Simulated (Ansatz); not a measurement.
Worked example: relaxation of the atoms of Cu₃AsS₄ (R3m, 8 atoms in the cell) in Ansatz (an electronic-structure program).

Level of theory: LDA (PW92), default PAW files made with PBE (plane waves; Ansatz).

The change in words: one atom moved by 0.15 angstrom; relax: default → atoms; relax.f_tol: default → 0.2 eV/Å. Reference geometry:
```
Cu3AsS4
1.0
    5.28551     0.00000     0.00000
    0.00000     5.28551     0.00000
    0.00000     0.00000     5.28551
Cu As S
3 1 4
Direct
  0.00000   0.50000   0.50000
  0.50000   0.00000   0.50000
  0.50000   0.50000   0.00000
  0.00000   0.00000   0.00000
  0.25268   0.74732   0.74732
  0.74732   0.74732   0.25268
  0.74732   0.25268   0.74732
  0.25268   0.25268   0.25268
```

Reference input (self-consistent single point, DFT, LDA (PW92), plane waves, default PAW files made with PBE): basis.ecutwfc = 420 eV; kpoints.mp_grid.grid = 6 6 6; hamiltonian.xc = lda; hamiltonian.pseudopotentials = {kind: paw} (the program's default PAW files); scf.occupations.method = gaussian; scf.occupations.width = 0.1 eV. This run's input differs from it in these lines:

```diff
@@ -10,3 +10,3 @@
     - { symbol: Cu, position_ang: [2.64275300, 2.64275300, 0.00000000] }
-    - { symbol: As, position_ang: [0.00000000, 0.00000000, 0.00000000] }
+    - { symbol: As, position_ang: [0.08660302, 0.08660302, 0.08660302] }
     - { symbol: S, position_ang: [1.33554166, 3.94996434, 3.94996434] }
@@ -24,2 +24,4 @@
   occupations: { method: gaussian, width: 0.1 }
+relax:
+  f_tol: 0.2
 output:
```

Output (repeated stretches shortened):

```
   [... SCF lines of the steps left out ...]
relax step   1: F+E_penalty+E_count = -27920.56545046 eV  Δ(F+E_penalty+E_count) = +0.000e0 eV  max|allowed force component| = 1.096e0 eV/Å  Δτ_max = 0.0000 Å  (6 SCF iters, dr2 threshold 1.00e-4 eV, accepted)
relax step   2: F+E_penalty+E_count = -27920.68892458 eV  Δ(F+E_penalty+E_count) = -1.235e-1 eV  max|allowed force component| = 4.632e-1 eV/Å  Δτ_max = 0.0754 Å  (6 SCF iters, dr2 threshold 7.51e-5 eV, accepted)
relax step   3: F+E_penalty+E_count = -27920.72879785 eV  Δ(F+E_penalty+E_count) = -3.987e-2 eV  max|allowed force component| = 1.585e-2 eV/Å  Δτ_max = 0.0558 Å  (7 SCF iters, accepted)
the relaxation is at rest under the 6 symmetry operations that the run kept from its start: a minimum is not shown …
Free energy (F): -27920.728798 eV
Internal energy: -27920.716549 eV  (E = F + TS)
E sigma→0 (E₀):  -27920.722673 eV
Entropy (-TS):   -0.012249 eV (-1.531 meV/atom)
Fermi energy:    8.305313 eV
--- Forces (eV/Å), atoms counted from 1 ---
  atom   1  Cu     0.01585531    -0.00436030    -0.00436030
  atom   2  Cu    -0.00436030     0.01585531    -0.00436030
  atom   3  Cu    -0.00436030    -0.00436030     0.01585531
  atom   4  As     0.00696585     0.00696585     0.00696585
  atom   5  S     -0.00503418    -0.00521675    -0.00521675
  atom   6  S     -0.00521675    -0.00521675    -0.00503418
   [... lines left out ...]
    - { symbol: S, position: [0.2595806942198112, 0.7446392132430395, 0.7446392132430395] }
    - { symbol: S, position: [0.7446392132430395, 0.7446392132430395, 0.2595806942198112] }
    - { symbol: S, position: [0.7446392132430395, 0.2595806942198112, 0.7446392132430395] }
    - { symbol: S, position: [0.2595011655175417, 0.2595011655175417, 0.2595011655175417] }
```

The run converged. 

Summary of the result:
```
Quantity                                                  Value
-----------------------------------------------  --------------
Free energy E − TS (on the zero of these files)  -27920.7288 eV
Fermi level (on the code's own zero)                    8.31 eV
Pressure                                              -5.24 GPa
Largest force (vector length)                        0.017 eV/Å
Relaxation steps                                              3
```

The starting cell comes from a database of computed structures (which also holds hypothetical and non-ambient phases and stackings), without a prior relaxation at this level. Its lattice was rescaled by up to half a per cent. For this run, on top of that: one atom moved by 0.15 angstrom. Spin polarisation is off. The relaxation keeps the symmetry of its start, so its end need not be a minimum. Ansatz's pressure includes its estimate of the finite-basis (Pulay) stress. The run gives no clean gap (levels at the Fermi energy touch, overlap or are partly filled at this smearing), which alone does not show that the compound is a metal.

Cost on one core of a shared machine: roughly 80 s.

Keys are those of Ansatz 0.2.
